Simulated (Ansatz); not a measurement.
Consider Cs in the bcc (W type) structure (space group Im-3m, No. 229; a = 6.007 Å; relaxed with 0.1 eV smearing). Axes: x, y, z lie along the cube axes.

Method: PBEsol (Ansatz, an electronic-structure program, PAW, no spin-orbit coupling).

Before the change:

Pressure: 0.0 GPa

The change: a pure shear with ε_xy = ε_yx = 0.0200; the atoms relax in the strained cell.

Problem. Estimate the effect on the energy relative to the base and pressure.

Solution. The energy goes up by 0.9 meV/atom; the pressure (mean of the normal stresses, compression positive) stays 0.0 GPa.

Stability against distortions was not tested. All final runs are without spin polarisation.
